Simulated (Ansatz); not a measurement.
**InP: isotropic strain −3.00 %**

The reference is InP in the zinc blende structure (space group F-43m, No. 216; a = 5.878 Å).

It is then changed as follows: an isotropic linear strain of −3.00 %, atoms relaxed at fixed cell.

Level of theory: Ansatz (a program for electronic structure) PBEsol, without spin-orbit coupling. k-mesh 10×10×10 (Γ-centred); smearing 0.05 eV (Fermi–Dirac).

```csv
quantity,base,changed,shift
volume per atom,25.39 Å³,23.17 Å³,-2.22 Å³
space group,F-43m (No. 216),F-43m (No. 216),–
shortest interatomic distance,2.545 Å,2.469 Å,-0.076 Å
energy relative to the base (free energy F),0 meV/atom,+48 meV/atom,+48 meV/atom
pressure,0.00 GPa,7.53 GPa,+7.53 GPa
band gap,0.57 eV,1.05 eV,+0.48 eV
gap character,direct at Γ,direct at Γ,–
mean gap deformation potential ΔEg/Δln V,–,-5.3 eV,–
width of the top valence band,2.92 eV,3.36 eV,+0.44 eV
electron mass,0.046 mₑ (at Γ),0.079 mₑ (at Γ),–
"hole mass (degenerate bands, along [100])","0.045, 0.43, 0.43 mₑ (at Γ)","0.078, 0.38, 0.38 mₑ (at Γ)",–
"valley order (the lowest conduction-band minima on the path, energy above the VBM, named in the base's zone)",Γ 0.57 eV; L along ⟨111⟩ 1.38 eV; X along ⟨100⟩ 1.65 eV,Γ 1.05 eV; X along ⟨100⟩ 1.48 eV; L along ⟨111⟩ 1.59 eV,–
```

Effective masses come from finite differences of ±0.01 Å⁻¹. No phonon test of stability was made.
